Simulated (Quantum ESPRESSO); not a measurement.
Input and output of a self-consistent single point for BiSb (P1, 2 atoms in the cell) (Quantum ESPRESSO).

Method of the run: PBEsol, PSlibrary PAW (PBE) pseudopotentials (plane waves; Quantum ESPRESSO).

```xyz
2
Lattice="2.2263 1.2854 3.9752 -2.2263 1.2854 3.9752 0.0000 -2.5707 3.9752" Properties=species:S:1:pos:R:3 pbc="T T T"
Sb    -0.1103     0.0001     9.2434
Bi     0.1103    -0.0001     2.6819
```

Reference input (self-consistent single point, DFT, LDA (PZ), plane waves, PSlibrary PAW (LDA) pseudopotentials): ecutwfc = 50 Ry; ecutrho = 500 Ry; occupations = smearing; smearing = gaussian; degauss = 0.019992 Ry; potentials = {Sb: Sb.pz-n-kjpaw_psl.1.0.0.UPF, Bi: Bi.pz-dn-kjpaw_psl.1.0.0.UPF}; K_POINTS = automatic 6 6 6 0 0 0; conv_thr = 1e-11 Ry; mixing_beta = 0.5. This run's input differs from it in these lines:

```diff
@@ -17,2 +17,3 @@
  degauss = 0.019992,
+ input_dft = 'pbesol',
 /
@@ -23,4 +24,4 @@
 ATOMIC_SPECIES
-Sb   121.7600  Sb.pz-n-kjpaw_psl.1.0.0.UPF
-Bi   208.9804  Bi.pz-dn-kjpaw_psl.1.0.0.UPF
+Sb   121.7600  Sb.pbe-n-kjpaw_psl.1.0.0.UPF
+Bi   208.9804  Bi.pbe-dn-kjpaw_psl.1.0.0.UPF
 CELL_PARAMETERS angstrom
```

Output (repeated stretches shortened):

```
     Self-consistent Calculation

     iteration #  1     ecut=    50.00 Ry     beta= 0.50

     Threshold (ethr) on eigenvalues was too large:
     Diagonalizing with lowered threshold

     total energy              =   -1237.17811128 Ry
     estimated scf accuracy    <       0.01336303 Ry

     iteration #  2     ecut=    50.00 Ry     beta= 0.50

     total energy              =   -1237.17981913 Ry
     estimated scf accuracy    <       0.00254100 Ry

     iteration #  3     ecut=    50.00 Ry     beta= 0.50

     total energy              =   -1237.18007725 Ry
     estimated scf accuracy    <       0.00046875 Ry

   [... 5 blocks of this kind left out ...]

     iteration #  9     ecut=    50.00 Ry     beta= 0.50

     total energy              =   -1237.18011226 Ry
     estimated scf accuracy    <          4.9E-11 Ry

     iteration # 10     ecut=    50.00 Ry     beta= 0.50
     End of self-consistent calculation

     Number of k-points >= 100: set verbosity='high' to print the bands.

     the Fermi energy is     7.7049 ev

!    total energy              =   -1237.18011226 Ry
     estimated scf accuracy    <          4.9E-12 Ry
     smearing contrib. (-TS)   =      -0.00055230 Ry
     internal energy E=F+TS    =   -1237.17955997 Ry

     convergence has been achieved in  10 iterations

     Forces acting on atoms (cartesian axes, Ry/au):

     atom    1 type  1   force =     0.04218184    0.00863033   -0.04789584
     atom    2 type  2   force =    -0.04218184   -0.00863033    0.04789584

     Total force =     0.091080     Total SCF correction =     0.000004

          total   stress  (Ry/bohr**3)                   (kbar)     P=       12.63
   0.00012759   0.00018677  -0.00026786           18.77       27.47      -39.40
   0.00018677   0.00007343  -0.00004433           27.47       10.80       -6.52
  -0.00026786  -0.00004433   0.00005647          -39.40       -6.52        8.31

   JOB DONE.
```

The run converged in 10 iterations. Against the reference run the pressure goes from -0.04 to 1.26 GPa and the largest force goes from 1.531 to 1.656 eV/Å.

The starting cell comes from a database of computed structures (which also holds hypothetical and non-ambient phases and stackings), without a prior relaxation at this level. Its atoms were displaced at random from the sites of space group no. 160. Forces in this geometry exceed 1 eV/Å. The run gives no clean gap (levels at the Fermi energy touch, overlap or are partly filled at this smearing), which alone does not show that the compound is a metal.

Cost on one core of a shared machine: roughly 90 s.
